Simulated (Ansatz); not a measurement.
Take TiO2 in the rutile structure (space group P4_2/mnm, No. 136; a = 4.591 Å, c = 2.939 Å) as the base.

The change: a hydrostatic pressure of 0.7 GPa.

Levels (all Ansatz, an electronic-structure program, PAW): PBEsol (420 eV, scalar-relativistic without spin-orbit coupling); r2SCAN (500 eV, spin-orbit coupling left out); HSE06 (420 eV, no spin-orbit coupling).

At the geometry relaxed with PBEsol, these levels gave the following band gaps, in shuffled order: (a) 3.41 eV, (b) 1.87 eV, (c) 2.24 eV.

**Question.** Match each gap to its level.

**Answer.** (a) HSE06; (b) PBEsol; (c) r2SCAN.

Single points use the geometry relaxed with PBEsol. Load acts through the strain it causes; cell and atoms are relaxed under it. Whether these cells are dynamically stable was not tested. All final runs are without spin polarisation.
